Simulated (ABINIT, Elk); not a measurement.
An ABINIT input for a self-consistent single point of Sb (Pm-3m, 1 atom in the cell) (DFT, PBEsol, plane waves, norm-conserving pseudopotentials (PseudoDojo nc-sr-04 PBEsol standard)):

```
# Sb, PseudoDojo nc-sr-04 PBEsol standard
pp_dirpath "./"
pseudos "Sb.upf"
acell 5.9554378667 5.9554378667 5.9554378667
rprim
         1.0000000000    0.0000000000    0.0000000000
         0.0000000000    1.0000000000    0.0000000000
         0.0000000000    0.0000000000    1.0000000000
natom 1
ntypat 1
znucl 51
typat 1
xred    0.0000000000    0.0000000000    0.0000000000
ecut 40
occopt 7
tsmear 0.272 eV
nband 13
kptopt 1
ngkpt 14 14 14
nshiftk 1
shiftk 0 0 0
nstep 80
tolvrs 1.0e-12
prtwf 0
prtden 0
prtvol 1
enunit 2
```

**Question.** Write the same calculation as an input for Elk.

**Answer.** One input that does it (others would too):

```
tasks
  0

xctype
  22

stype
  0

swidth
  0.00999582

maxscl
  100

avec
    5.9554378667    0.0000000000    0.0000000000
    0.0000000000    5.9554378667    0.0000000000
    0.0000000000    0.0000000000    5.9554378667

sppath
  'species/'

atoms
  1
  'Sb.in'
  1
  0.0000000000  0.0000000000  0.0000000000    0.0 0.0 0.0

ngridk
  14 14 14
```

Basis, cutoffs, solver keys and any potentials are the target program's own. This input uses DFT, PBEsol, all-electron FP-LAPW, Elk's shipped species files, default APW+lo basis.

The starting cell comes from a database of computed structures (which also holds hypothetical and non-ambient phases and stackings), without a prior relaxation at this level. Its lattice was rescaled by a random factor within 2.5 % of one.
